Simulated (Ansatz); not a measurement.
Abridged Ansatz (a first-principles code) output:

```
Pseudopotential: Bi, paw, valence charge 15
Pseudopotential: Ag, paw, valence charge 19
Pseudopotential: Cs, paw, valence charge 9
Pseudopotential: Br, paw, valence charge 7
Crystal: 10 atoms, lattice volume = 378.150 Å³
Basis set: ecut = 420 eV, 7391 PW (Γ), exchange–correlation on 120×120×120 points (8 copies of the dense FFT grid, shifted against one another)
Bands: 57, of which v1, the nominal top of the filled ones, is band 47 counted from 1 (46 counted from 0)
Symmetry: 48 space group operations
k-points: 10 of 125
Functional: x = pbe(κ = 0.804, μ = 0.2195149727645171), c = pbe(β = 0.06672455060314922)
SCF iter   1: F=—  HF=-48039.167983 eV  |F-HF|=—  |Δ(HF+E_count)|=         —  Δρ=6.80e-4  dr2=1.28e-3  ethr=1.77e-3  ⟨swp⟩=11.3  Hψ=2875  notcnv=0  defer=13
SCF iter   2: F=—  HF=-48039.173396 eV  |F-HF|=—  |Δ(HF+E_count)|=   5.41e-3  Δρ=3.26e-4  dr2=5.61e-4  ethr=1.37e-6  ⟨swp⟩=3.0  Hψ=1509  notcnv=0  defer=26
SCF 1 converged in 8 iterations: F = -48039.173575 eV  dr2 = 5.70e-10
SCF converged after 8 iterations
Free energy (F): -48039.173575 eV
Internal energy: -48039.173575 eV  (E = F + TS)
E sigma→0 (E₀):  -48039.173575 eV
Entropy (-TS):   -0.000000 eV (-0.000 meV/atom)
Fermi energy:    4.259009 eV
--- Forces (eV/Å), atoms counted from 1 ---
  atom   1  Bi    -0.00000000     0.00000000     0.00000000
  atom   2  Ag     0.00000000     0.00000000     0.00000000
  atom   3  Cs     0.00000000    -0.00000000    -0.00000000
  atom   4  Cs     0.00000000     0.00000000     0.00000000
  atom   5  Br     0.00000000     0.00087258    -0.00000000
  atom   6  Br    -0.00087258     0.00000000     0.00000000
  atom   7  Br    -0.00000000    -0.00087258     0.00000000
  atom   8  Br     0.00087258    -0.00000000     0.00000000
  atom   9  Br    -0.00000000     0.00000000     0.00087258
  atom  10  Br     0.00000000    -0.00000000    -0.00087258
--- Stress (GPa, compression-positive) ---
       -0.008952       0.000000       0.000000
       -0.000000      -0.008952       0.000000
        0.000000       0.000000      -0.008952
  P = ⅓ Tr σ = -0.0090 GPa (-0.090 kbar)
```

Q: What was computed, and what are the main results?

A: Cs2AgBiBr6, 10 atoms in the cell, with PBE (Ansatz, PAW, without spin-orbit coupling). The last SCF converged to F = -48039.173575 eV, or -4803.9174 eV per atom, at a pressure of -0.01 GPa. The total energy compares only with runs of the same code, potentials and settings.

Spin-orbit coupling, missing from the scalar runs, can matter with Bi. No phonon test of stability was made. The cell is Cs$_{2}$AgBiBr$_{6}$ (space group Fm-3m, No. 225).
